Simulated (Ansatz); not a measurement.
CuI (model structure, within 0.1 Å of P6₄22, No. 181, 6 atoms in the cell) was calculated with PBEsol (PAW; Ansatz, a program for electronic structure).

Run with plane-wave cutoff 520 eV, 12×12×4 k mesh (along the axes of the cell as run), Fermi–Dirac smearing 0.01 eV, no spin polarisation, scalar-relativistic PAW data made under PBE.

Cell (relaxed at this level):

```
CuI
1.0
    4.16174     0.00000     0.00000
   -2.08087     3.60417     0.00000
    0.00000     0.00000     9.51542
Cu I
3 3
Direct
  0.50007   0.50007   0.50000
  0.49993   0.00000   0.83333
  0.00000   0.49993   0.16667
  0.50001   0.50001   0.00000
  0.49999   0.00000   0.33333
  0.00000   0.49999   0.66667
```

Q: Give the computed band gap and smallest direct gap on the k points sampled.

A: 
* **band gap**: 0.65 eV
* **smallest direct gap on the k points sampled**: 1.19 eV

Spin–orbit coupling is not included; with these elements it can move the gap by several tenths of an eV or more.

Static lattice: no zero-point or thermal effects.

It cost around 60 core-seconds (rough) of CPU time.

A model structure was made by putting elements into a prototype or built by hand; it is no filed structure, need not be a known phase, and can be a saddle point held by its symmetry.
